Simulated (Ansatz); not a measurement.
A computed series for Mg: response to strain

Base system: Mg in the hcp (Mg type) structure (space group P6_3/mmc, No. 194; a = 3.175 Å, c = 5.163 Å; relaxed with 0.1 eV smearing). Axes: x lies along a and z along c of the hexagonal cell.

Strains are applied to the cell and any free atomic positions relax.

The values are results of Kohn–Sham DFT with the PBEsol functional, run in Ansatz (a program for electronic structure) with PAW and 420 eV plane waves, spin-orbit coupling left out, not measurements.

Notes on the quantities. energy relative to the base: free energy F; pressure: mean of the normal stresses, compression positive.

```csv
case,energy relative to the base,pressure,volume per atom
base,0 meV/atom,0.0 GPa,22.54 Å³
uniaxial strain ε_zz = −3.00 %,+4.7 meV/atom,1.2 GPa,21.86 Å³
uniaxial strain ε_zz = −2.50 %,+3.2 meV/atom,1.0 GPa,21.97 Å³
uniaxial strain ε_zz = −1.50 %,+1.1 meV/atom,0.6 GPa,22.20 Å³
uniaxial strain ε_zz = −1.00 %,+0.5 meV/atom,0.4 GPa,22.31 Å³
uniaxial strain ε_zz = −0.50 %,+0.1 meV/atom,0.2 GPa,22.42 Å³
uniaxial strain ε_zz = +0.50 %,+0.1 meV/atom,-0.2 GPa,22.65 Å³
uniaxial strain ε_zz = +1.50 %,+1.1 meV/atom,-0.5 GPa,22.88 Å³
uniaxial strain ε_zz = +2.50 %,+2.9 meV/atom,-0.8 GPa,23.10 Å³
uniaxial strain ε_zz = +3.00 %,+4.2 meV/atom,-1.0 GPa,23.21 Å³
```

Stability against distortions was not tested.
